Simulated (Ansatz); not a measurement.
Input:

Host crystal: wurtzite GaN, with a band gap (PBE, scalar-relativistic without spin-orbit coupling).

End structure of Ag on the 1x1 (10-10) surface of wurtzite GaN (cut with top plane Ga + N), one in a 2x1 cell, started at the site 'hollow Ga':

```xyz
33
Lattice="6.4370 0.0000 0.0000 0.0000 5.2431 0.0000 0.0000 0.0000 28.5000" Properties=species:S:1:pos:R:3 pbc="T T T"
Ga     1.6092     5.3905     9.8846
Ga     4.8277     5.3905     9.8846
N      1.6092     1.9573     9.6229
N      4.8277     1.9573     9.6229
Ga     0.0000     2.5832    10.4285
Ga     3.2185     2.5832    10.4285
N      0.0000     4.5528    10.5107
N      3.2185     4.5528    10.5107
Ga     0.0000     5.2433    12.4420
Ga     3.2185     5.2433    12.4420
N      0.0000     1.9626    12.3899
N      3.2185     1.9626    12.3899
Ga     1.6092     2.5945    13.2937
Ga     4.8277     2.5945    13.2937
N      1.6092     4.5739    13.3201
N      4.8277     4.5739    13.3201
Ga     1.6091     5.2220    15.1959
Ga     4.8275     5.2226    15.2020
N      1.6091     1.9527    15.1707
N      4.8277     1.9573    15.1827
Ga     0.0144     2.6127    16.0769
Ga     3.2040     2.6126    16.0768
N      0.0063     4.5804    16.1076
N      3.2117     4.5803    16.1075
Ga    -0.0188     5.2003    18.0275
Ga     3.2358     5.2002    18.0279
N      0.0136     1.9363    17.9741
N      3.2037     1.9357    17.9739
Ga     1.6091     2.6356    18.9273
Ga     4.8270     2.7440    18.5914
N      1.6085     4.5568    18.8884
N      4.8271     4.5625    18.8747
Ag     1.6095     0.6768    20.6538
```

Slab: 33 atoms, 9.3 Å thick at the start under the adsorbate (thin: gaps and levels are the slab's own); k 3x4x1, smearing 0.01 eV, dipole-corrected; 16 atoms held, the rest relaxed; no symmetry held; spin-polarised, ending with about 1.0 μB a cell; orders that need a larger cell were not tried, no spin-orbit, no U, no dispersion correction. At the end it is bonded to Ga + N. In PBE it is, or lies within 0.03 eV of, the lowest of the starts that converged.

A negative adsorption energy means that the adsorbate is more stable on the surface than in its reference.

Problem. Predict the change of the step from the bottom to the top vacuum level, against the clean slab from PBE (Ansatz, a quantum-chemistry and plane-wave program).

Solution. -0.73 eV

Problem. Estimate the adsorption energy against an atom of fcc Ag that PBE returns for this input.

Solution. 1.18 eV
